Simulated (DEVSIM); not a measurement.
Model (solved in DEVSIM): 1D Poisson equation in equilibrium, Boltzmann statistics, complete ionisation; no quantum confinement or tunnelling. Metal contacts follow the ideal Schottky-Mott rule: no Fermi-level pinning, no interface dipoles.

Device: Ru/SiO2/n-Si capacitor, at 300 K.

```
layer (left to right)  material  thickness (nm)  Nd (cm⁻³)
---------------------  --------  --------------  ---------
1                          SiO2            19.0          -
2                            Si           13000     1.9e15
```

Metal gate on the left, work function 4.7 eV. Fixed charge at the semiconductor interface -3.6e10 cm⁻² (in units of +e); no interface traps.

This is a model device: material constants are rounded textbook-type values typed into the input, and sizes, dopings and lifetimes were drawn at random. Values at 300 K.

| parameter | SiO2 | Si |
|---|---|---|
| gap (eV) | 9 | 1.124 |
| affinity (eV) | 0.9 | 4.05 |
| permittivity | 3.9 | 11.7 |
| Nc (cm⁻³) | - | 2.86e19 |
| Nv (cm⁻³) | - | 3.1e19 |

One input was changed, with this effect: capacitance of the dielectric stack little changed (0.182 μF/cm²); minimum of the low-frequency capacitance 0.0165 → 0.0168 μF/cm²; flat-band voltage 0.43 → 0.58 V; threshold voltage (band bending 2φF) -0.30 → -0.15 V.

Problem. Which change was it?
A) gate work function 4.7 → 4.85 eV
B) interface trap density 0 → 1e+10 cm^-2 eV^-1
C) SiO2 thickness 0.019 → 0.023 μm
D) fixed charge -3.6e+10 → 1.74e+11 cm^-2

Solution. A, gate work function 4.7 → 4.85 eV
